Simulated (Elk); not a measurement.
Worked example: self-consistent single point of K3Ga (I4/mmm, 4 atoms in the cell) in Elk.

Computed with PBEsol, all-electron FP-LAPW, Elk's shipped species files, APW+lo basis with extra local orbitals (Elk).

```
CELL_PARAMETERS angstrom
     -2.85975     2.85975     5.60224
      2.85975    -2.85975     5.60224
      2.85975     2.85975    -5.60224
ATOMIC_POSITIONS crystal
  K  0.75000 0.25000 0.50000
  K  0.25000 0.75000 0.50000
  K  0.50000 0.50000 0.00000
  Ga 0.00000 0.00000 0.00000
```

Reference input (self-consistent single point, DFT, LDA (PW92), all-electron FP-LAPW, Elk's shipped species files, APW+lo basis with extra local orbitals): rgkmax = 7.5; stype = 0; swidth = 0.00999582 Ha; ngridk = 6 6 6; tforce = true; gmaxvr = 18 1/bohr; lmaxapw = 10; lmaxo = 8; nxlo = 2; lorbcnd = true; lradstp = 2; nrmtscf = 2. This run's input differs from it in these lines:

```diff
@@ -2,2 +2,5 @@
   0
+
+xctype
+  22
```

Output, abridged:

```
│ Self-consistent loop started │
│ Loop number : 1 │
 total energy                :     -3749.80225370
│ Loop number : 2 │
 total energy                :     -3749.77113087
RMS change in Kohn-Sham potential (target) :   0.2047422333     (  0.1000000000E-05)
Absolute change in total energy (target)   :   0.3112282575E-01 (  0.1000000000E-03)
│ Loop number : 3 │
 total energy                :     -3749.43969653
RMS change in Kohn-Sham potential (target) :   0.1655858234     (  0.1000000000E-05)
Absolute change in total energy (target)   :   0.3392150473     (  0.1000000000E-03)
│ Loop number : 4 │
   [... lines left out ...]
Absolute change in total energy (target)   :   0.3883718828E-03 (  0.1000000000E-03)
│ Loop number : 13 │
 total energy                :     -3746.63970768
RMS change in Kohn-Sham potential (target) :   0.2474809270E-06 (  0.1000000000E-05)
Absolute change in total energy (target)   :   0.1108430497E-03 (  0.1000000000E-03)
│ Loop number : 14 │
 total energy                :     -3746.63971135
RMS change in Kohn-Sham potential (target) :   0.7586489352E-07 (  0.1000000000E-05)
Absolute change in total energy (target)   :   0.2404588986E-04 (  0.1000000000E-03)
Convergence targets achieved

│ Loop number : 15 │

Energies :
 Fermi                       :     0.731032772281E-01
 total energy                :     -3746.63971119

Density of states at Fermi energy :    114.8326495
 (states/Hartree/unit cell)

Estimated indirect band gap :   0.6786130796E-03
 from k-point     27 to k-point      8
Estimated direct band gap   :   0.4003433497E-02
 at k-point     12

Charges :
 core                        :    48.00000000
 valence                     :    40.00000000
 interstitial                :    5.848504485
 muffin-tins (core leakage)
  species :    1 (K)
   atom    1                 :    17.57868448     (  0.1164102574E-06)
   atom    2                 :    17.57868448     (  0.1164102574E-06)
   atom    3                 :    17.57666628     (  0.1163988834E-06)
  species :    2 (Ga)
   [... lines left out ...]
   total force               :     0.00000000    0.00000000    0.00000000
   total magnitude           :     0.00000000
 species :    2 (Ga)
  atom :    1
   Hellmann-Feynman          :     0.00000000    0.00000000    0.00000000
   IBS                       :     0.00000000    0.00000000   -0.00000000
   total force               :     0.00000000    0.00000000    0.00000000
   total magnitude           :     0.00000000
```

The run converged in 15 iterations. The count includes the last loop, which Elk runs after its targets are met. 

The starting cell comes from a database of computed structures (which also holds hypothetical and non-ambient phases and stackings), without a prior relaxation at this level. Its lattice was rescaled by a random factor within 2.5 % of one. Values depend on the basis (sphere radii, cutoffs, local orbitals), which need not be converged. The log's line on a gap gives a spacing of levels on this mesh, which the program prints for metals too.

Cost on one core of a shared machine: roughly 5 min.
